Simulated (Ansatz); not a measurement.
The parent structure is CdSe in the zinc blende structure (space group F-43m, No. 216; a = 6.0816 Å). Axes: x, y, z lie along the cube axes.

The values are results of PBEsol (Ansatz, a quantum-chemistry and plane-wave program, PAW, scalar-relativistic without spin-orbit coupling), not measurements.

One thing is altered: the cell is scaled by 1.0150 in all directions, atoms relaxed at fixed cell.

Task: Predict the stress tensor and what it implies for the stiffness.

Result: Stress of the strained cell less that of the base (GPa, compression positive):
```
  -2.09    0.00    0.00
   0.00   -2.09    0.00
   0.00    0.00   -2.09
```

Then B = −ΔP/(ΔV/V₀) with ΔV/V₀ = 0.0457 gives secant stiffness values (nonlinear terms included at this strain): B ≈ 46 GPa.

As a check, the harmonic strain energy −½ V₀ Δσ:ε is 8.3 meV/atom; the computed energy rise is 8.7 meV/atom.

Whether these cells are dynamically stable was not tested.
